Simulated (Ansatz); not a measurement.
## Element substitutions in CdS

Consider CdS in the zinc blende structure (space group F-43m, No. 216; a = 5.825 Å).

Each row replaces one element on all its sites; cell and atoms are relaxed.

Levels (all Ansatz, a program for electronic structure, PAW, earlier PAW set): PBEsol (420 eV, without spin-orbit coupling); r2SCAN (500 eV, no SOC); PBEsol+SOC (420 eV, with spin-orbit coupling); HSE06 (420 eV, no SOC); HSE06+SOC (420 eV, with spin-orbit coupling).

Band gaps by level, all at the geometries relaxed with PBEsol:

```tsv
case	PBEsol	r2SCAN	PBEsol+SOC	HSE06	HSE06+SOC
base	1.01 eV	1.60 eV	1.00 eV	2.17 eV	2.15 eV
Cd → Zn	2.08 eV	?	2.06 eV	3.46 eV	3.43 eV
S → Si	zero	zero	zero	–	–
S → Se	0.48 eV	?	?	?	1.41 eV
```

Question: Complete the table.

Answer: 
- Cd → Zn, r2SCAN: 2.78 eV
- S → Se, r2SCAN: 1.09 eV
- S → Se, PBEsol+SOC: 0.36 eV
- S → Se, HSE06: 1.55 eV

Single points use the geometry relaxed with PBEsol. The spin-orbit shifts are approximate. Whether these cells are dynamically stable was not tested. As relaxed here, CdSi is a hypothetical phase, not in the database extracts checked. The runs without spin-orbit coupling are not spin-polarised.
